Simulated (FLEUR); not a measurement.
Band structure of LaH₃ (Fm-3m, 4 atoms in the cell).

```
CELL_PARAMETERS angstrom
      0.00000     2.84416     2.84416
      2.84416     0.00000     2.84416
      2.84416     2.84416     0.00000
ATOMIC_POSITIONS crystal
  La 0.00000 0.00000 0.00000
  H  0.50000 0.50000 0.50000
  H  0.75000 0.75000 0.75000
  H  0.25000 0.25000 0.25000
```

Level of theory: LDA (Perdew-Zunger), all-electron FLAPW (FLEUR), scalar-relativistic valence.

Settings: Kmax = 4.5 1/bohr; GmaxXC = 18 1/bohr; xcFunctional = pz; jspins = 1; l_soc = F; mode = hist; fermiSmearingEnergy = 0.00999582 Htr; mesh (inpgen div1-3) = 10 10 10; inpgen gamma flag = true; Gmax = 18 1/bohr; numbands = 0; maxIterBroyd = 15; imix = Anderson; alpha = 0.05.

The starting cell comes from a database of computed structures (which also holds hypothetical and non-ambient phases and stackings), without a prior relaxation at this level. Its lattice was rescaled by a random factor within 2.5 % of one. Values depend on the basis (sphere radii, cutoffs, local orbitals), which need not be converged.

Levels in eV from the Fermi level, bands 4 to 11:
```json
[
 {"point": "Γ", "4": "-16.65", "5": "-7.75", "6": "-2.71", "7": "0.35", "8": "0.35", "9": "0.35", "10": "0.57", "11": "1.07"},
 {"point": "X", "4": "-16.94", "5": "-5.24", "6": "-5.08", "7": "-3.07", "8": "1.11", "9": "1.11", "10": "1.22", "11": "1.41"},
 {"point": "W", "4": "-16.97", "5": "-4.45", "6": "-4.20", "7": "-4.20", "8": "0.37", "9": "1.16", "10": "1.16", "11": "1.40"},
 {"point": "K", "4": "-16.88", "5": "-4.80", "6": "-4.53", "7": "-3.63", "8": "0.88", "9": "1.02", "10": "1.15", "11": "1.41"},
 {"point": "L", "4": "-16.75", "5": "-5.72", "6": "-3.95", "7": "-1.94", "8": "0.21", "9": "0.21", "10": "1.13", "11": "1.13"},
 {"point": "U", "4": "-16.88", "5": "-4.80", "6": "-4.53", "7": "-3.63", "8": "0.88", "9": "1.02", "10": "1.15", "11": "1.41"}
]
```
